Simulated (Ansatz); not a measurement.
## ZnS in the zinc blende structure (space group F-43m, No. 216)

```
CELL_PARAMETERS angstrom
      0.00000     2.67846     2.67846
      2.67846     0.00000     2.67846
      2.67846     2.67846     0.00000
ATOMIC_POSITIONS crystal
  S  0.75000 0.75000 0.75000
  Zn 0.00000 0.00000 0.00000
```

Calculations: Ansatz (a quantum-chemistry and plane-wave program), PBEsol, PAW, cutoff 420 eV, no spin-orbit coupling, earlier PAW set. Γ-centred 11×11×11 mesh, Fermi–Dirac width 0.05 eV.

The volume per atom is 19.22 Å³, the density is 4.21 g/cm³ and the band gap is 2.08 eV, direct at Γ. The electron mass is 0.17 mₑ. The hole mass (degenerate bands, along [100]) comes out as 0.18, 0.66, 0.66 mₑ and the lowest conduction-band minima above the VBM is Γ 2.08 eV; X along ⟨100⟩ 3.17 eV; L along ⟨111⟩ 3.23 eV. The total energy is -2083.720 eV/atom (σ→0; compares only within this code and set-up).

Effective masses come from finite differences of ±0.01 Å⁻¹. Gaps are read on the SCF mesh and a high-symmetry path. Stability against distortions was not tested.
